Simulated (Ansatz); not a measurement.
## ZnS: carrier doping

The parent structure is ZnS in the zinc blende structure (space group F-43m, No. 216).

```xyz
2
Lattice="0.0000 2.7217 2.7217 2.7217 0.0000 2.7217 2.7217 2.7217 0.0000" Properties=species:S:1:pos:R:3 pbc="T T T"
S      4.0826     4.0826     4.0826
Zn     0.0000     0.0000     0.0000
```

Carriers are added at fixed cell with a uniform background; the Fermi–Dirac width is that of 300 K.

Computed with PBE in Ansatz (plane waves to 420 eV, PAW, scalar-relativistic without spin-orbit coupling).

Notes on the quantities. Fermi level from band edge: Fermi level relative to the doped band's edge (positive inside the band; to 0.05 eV).

```tsv
hole density (10^21 cm⁻³)	Fermi level from band edge (eV)
0.7	0.10
1.5	0.20
5	?
7	0.50
```

Task: Fit E_F = C n^s, fitted as a line in log–log form (a parabolic band gives s = 2/3) to the rows shown and predict the withheld row.

Result: Least squares on the printed values gives C = 0.14 eV, s = 0.68 (largest residual 0.02 eV); this predicts 0.41 eV, and the run gives 0.40 eV, in agreement.

Carriers are added with a uniform compensating background; total energy and stress of such cells depend on the potential's zero and are not compared; many-body gap narrowing is missing at this level. Whether these cells are dynamically stable was not tested.

Ansatz is a program for electronic structure.
